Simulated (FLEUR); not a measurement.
Band structure of Ca3In (Fm-3m, 4 atoms in the cell).

```xyz
4
Lattice="0.0000 4.0361 4.0361 4.0361 0.0000 4.0361 4.0361 4.0361 0.0000" Properties=species:S:1:pos:R:3 pbc="T T T"
Ca     2.0181     2.0181     2.0181
Ca     6.0542     6.0542     6.0542
Ca     4.0361     4.0361     4.0361
In     0.0000     0.0000     0.0000
```

Method: LDA (Perdew-Zunger), all-electron FLAPW (FLEUR), scalar-relativistic valence run with FLEUR.

Settings: Kmax = 3.8 1/bohr; GmaxXC = 15.2 1/bohr; xcFunctional = pz; jspins = 1; l_soc = F; mode = hist; fermiSmearingEnergy = 0.00367493 Htr; mesh (inpgen div1-3) = 5 5 5; inpgen gamma flag = false; Gmax = 15.2 1/bohr; numbands = 0; maxIterBroyd = 15; imix = Anderson; alpha = 0.05.

The starting cell comes from a database of computed structures (which also holds hypothetical and non-ambient phases and stackings), without a prior relaxation at this level. Values depend on the basis (sphere radii, cutoffs, local orbitals), which need not be converged.

Levels in eV from the Fermi level, bands 18 to 25:
```csv
point,18,19,20,21,22,23,24,25
Γ,-6.08,-0.51,-0.51,-0.51,0.28,0.30,0.30,0.95
X,-4.97,-2.58,-1.09,-0.60,-0.60,-0.51,1.44,1.44
W,-4.93,-2.00,-2.00,-1.64,0.16,0.88,0.88,1.42
K,-4.96,-2.28,-2.05,-0.64,-0.57,0.75,1.09,1.51
L,-5.16,-3.00,-0.71,-0.71,0.74,0.76,0.92,0.92
U,-4.96,-2.28,-2.05,-0.64,-0.57,0.75,1.09,1.51
```
